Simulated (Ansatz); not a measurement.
**BN, response to strain**

Consider BN in the zinc blende structure (space group F-43m, No. 216).

```xyz
2
Lattice="0.0000 1.8049 1.8049 1.8049 0.0000 1.8049 1.8049 1.8049 0.0000" Properties=species:S:1:pos:R:3 pbc="T T T"
B      0.0000     0.0000     0.0000
N      0.9024     0.9024     0.9024
```

Cartesian axes are those of the cell as printed.

Strains are applied to the cell and any free atomic positions relax; under biaxial strain the out-of-plane vector relaxes too.

All numbers come from r2SCAN/PAW in Ansatz (an electronic-structure program), spin-orbit coupling left out.

Notes on the quantities. in-plane stress: mean in-plane stress (compression positive).

| change | band gap | out-of-plane strain | electron mass | smallest direct gap | in-plane stress |
|---|---|---|---|---|---|
| base | 5.00 eV | – | 0.87 mₑ along k, 0.29 mₑ across (at X) | 9.59 eV | – |
| biaxial strain −3.00 %, plane normal [001], relaxed out of plane | 4.65 eV | +1.26 % | 0.82 mₑ along k, 0.29 mₑ across (at X) | 9.58 eV | +31.0 GPa |
| biaxial strain −2.50 %, plane normal [001], relaxed out of plane | 4.71 eV | +1.05 % | 0.83 mₑ along k, 0.29 mₑ across (at X) | 9.58 eV | (withheld) |
| biaxial strain −2.00 %, plane normal [001], relaxed out of plane | 4.77 eV | +0.85 % | 0.84 mₑ along k, 0.29 mₑ across (at X) | 9.58 eV | (withheld) |
| biaxial strain −1.50 %, plane normal [001], relaxed out of plane | 4.83 eV | +0.64 % | 0.84 mₑ along k, 0.29 mₑ across (at X) | 9.58 eV | +14.7 GPa |
| biaxial strain −1.00 %, plane normal [001], relaxed out of plane | (withheld) | +0.43 % | 0.85 mₑ along k, 0.29 mₑ across (at X) | 9.58 eV | +9.6 GPa |
| biaxial strain −0.50 %, plane normal [001], relaxed out of plane | 4.95 eV | +0.21 % | 0.86 mₑ along k, 0.29 mₑ across (at X) | 9.59 eV | +4.7 GPa |

**Question.** What belongs in the blanks?

**Answer.** 
- biaxial strain −2.50 %, plane normal [001], relaxed out of plane, in-plane stress: +25.4 GPa
- biaxial strain −2.00 %, plane normal [001], relaxed out of plane, in-plane stress: +19.9 GPa
- biaxial strain −1.00 %, plane normal [001], relaxed out of plane, band gap: 4.89 eV

Effective masses come from finite differences of ±0.01 Å⁻¹. Along k means along the line from Γ to the band edge. No phonon test of stability was made.
